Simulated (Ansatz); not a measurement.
The reference is NaI in the rock salt structure (space group Fm-3m, No. 225; a = 6.5281 Å).

Calculations: PBE/PAW in Ansatz (a program for electronic structure), scalar-relativistic without spin-orbit coupling.

Strains are applied to the cell and any free atomic positions relax.

One change was made to it. Results:

| quantity | base | after |
|---|---|---|
| mean gap deformation potential ΔEg/Δln V | – | -2.7 eV |
| energy relative to the base (free energy F) | 0 meV/atom | +6.5 meV/atom |
| width of the top valence band | 0.89 eV | 0.99 eV |
| pressure | 0.1 kbar | 10.7 kbar |

Which of these changes matches the shifts?
A. isotropic strain −1.50 %
B. isotropic strain +1.50 %
C. isotropic strain −2.50 %
D. isotropic strain −2.00 %
E. isotropic strain −0.50 %

D, isotropic strain −2.00 %. For comparison, the energy relative to the base in the other runs: isotropic strain −0.50 % gives +0.4 meV/atom; isotropic strain −1.50 % gives +3.6 meV/atom; isotropic strain +1.50 % gives +3.1 meV/atom; isotropic strain −2.50 % gives +10 meV/atom.

With I present, leaving out spin-orbit coupling can change the band edges. Whether these cells are dynamically stable was not tested.
